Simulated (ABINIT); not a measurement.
ABINIT run on Ca3In (Fm-3m, 4 atoms in the cell): self-consistent single point.

Method: LDA (PW92), norm-conserving pseudopotentials (PseudoDojo nc-sr-04 LDA standard) (plane waves; ABINIT 10.0.3).

The change in words: lattice scaled by 0.98. Reference geometry:
```
CELL_PARAMETERS angstrom
      0.00000     4.03612     4.03612
      4.03612     0.00000     4.03612
      4.03612     4.03612     0.00000
ATOMIC_POSITIONS crystal
  Ca 0.25000 0.25000 0.25000
  Ca 0.75000 0.75000 0.75000
  Ca 0.50000 0.50000 0.50000
  In 0.00000 0.00000 0.00000
```

Reference input (self-consistent single point, DFT, LDA (PW92), plane waves, norm-conserving pseudopotentials (PseudoDojo nc-sr-04 LDA standard)): pseudos = [Ca.upf, In.upf]; ecut = 36 Ha; ixc = 7; occopt = 3; tsmear = 0.00367493 Ha; ngkpt = 5 5 5; nshiftk = 1; shiftk = 0 0 0; potentials = PseudoDojo nc-sr-04 LDA standard; nband = 29; kptopt = 1; nstep = 100. This run's input differs from it in these lines:

```diff
@@ -3,6 +3,6 @@
 pseudos "Ca.upf, In.upf"
-acell 10.7864351030 10.7864351029 10.7864351030
+acell 10.5707074699 10.5707074699 10.5707074699
 rprim
          0.0000000000    0.7071067812    0.7071067812
-         0.7071067812    0.0000000000    0.7071067812
+         0.7071067812   -0.0000000000    0.7071067812
          0.7071067812    0.7071067812    0.0000000000
```

Output (repeated stretches shortened):

```
--- !BeginCycle
solver: {iscf: 7, nstep: 100, nline: 4, wfoptalg: 0, }
tolerances: {tolvrs: 1.00E-12, }
...

     iter   Etot(hartree)      deltaE(h)  residm     vres2
 ETOT  1  -181.41706688291    -1.814E+02 3.270E-01 1.562E+02
 ETOT  2  -182.29367432315    -8.766E-01 1.839E-02 2.510E+02
 ETOT  3  -182.31126450040    -1.759E-02 9.063E-03 4.331E+01
 ETOT  4  -182.31450266694    -3.238E-03 3.197E-03 9.420E-01
 ETOT  5  -182.31464715965    -1.445E-04 2.370E-03 6.100E-02
   [... 16 lines left out ...]
 ETOT 22  -182.31466839334    -1.211E-11 7.881E-05 4.004E-10
 ETOT 23  -182.31466839333     1.199E-11 9.307E-05 6.240E-11
 ETOT 24  -182.31466839334    -9.294E-12 6.850E-05 3.843E-12
 ETOT 25  -182.31466839333     6.594E-12 7.020E-05 3.746E-14
 At SCF step   25       vres2   =  3.75E-14 < tolvrs=  1.00E-12 =>converged.

 Cartesian components of stress tensor (hartree/bohr^3)
  sigma(1 1)=  5.03038400E-05  sigma(3 2)=  0.00000000E+00
  sigma(2 2)=  5.03038400E-05  sigma(3 1)=  0.00000000E+00
  sigma(3 3)=  5.03038400E-05  sigma(2 1)=  0.00000000E+00

 ----iterations are completed or convergence reached----

 reduced coordinates (array xred) for    4 atoms
       0.250000000000      0.250000000000      0.250000000000
       0.750000000000      0.750000000000      0.750000000000
       0.500000000000      0.500000000000      0.500000000000
       0.000000000000      0.000000000000      0.000000000000
 cartesian forces (eV/Angstrom) at end:
    1      0.00000000000000     0.00000000000000     0.00000000000000
   [... lines left out ...]
 Fermi (or HOMO) energy (eV) =   5.42565   Average Vxc (eV)=  -9.32469
   [... lines left out ...]
total_energy        : -1.82314668393332E+02
total_energy_eV     : -4.96103442495957E+03
band_energy         : -2.12697945869955E+01
...

-Cartesian components of stress tensor (GPa)         [Pressure= -1.4800E+00 GPa]
- sigma(1 1)=  1.47998982E+00  sigma(3 2)=  0.00000000E+00
- sigma(2 2)=  1.47998982E+00  sigma(3 1)=  0.00000000E+00
- sigma(3 3)=  1.47998982E+00  sigma(2 1)=  0.00000000E+00

 Calculation completed.
```

The run converged in 25 iterations. Against the reference run the free energy drops by 26.2 meV/atom and the pressure goes from -2.79 to -1.48 GPa.

The starting cell comes from a database of computed structures (which also holds hypothetical and non-ambient phases and stackings), without a prior relaxation at this level. For this run, on top of that: lattice scaled by 0.98.

Cost on one core of a shared machine: roughly 2 min.
